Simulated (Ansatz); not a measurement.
Base system: CdS in the zinc blende structure (space group F-43m, No. 216; a = 5.878 Å).

Level of theory: Kohn–Sham DFT with the r2SCAN functional, run in Ansatz (a program for electronic structure) with PAW and 500 eV plane waves, without spin-orbit coupling.

For the base:

Lattice parameter a: 11.107 bohr
Gap character: direct at Γ
Band gap: 1.54 eV

Perturbation: cell and atoms relaxed at a pressure of 2.1 GPa.

Question: How does this affect the lattice parameter a?

Answer: The lattice parameter a shrinks by 0.118 bohr to 10.989 bohr.

Question: Estimate the effect on the gap character.

Answer: The gap character remains direct at Γ.

Question: What does the calculation give for the band gap after the change?

Answer: The band gap increases by 0.073 eV, from 1.54 eV to 1.62 eV.

Load acts through the strain it causes; cell and atoms are relaxed under it. Stability against distortions was not tested. Tetrahedral semiconductors of this kind turn to denser phases somewhere between about 1 and 50 GPa; those were not computed, so compressed cells here can lie past the real transition.
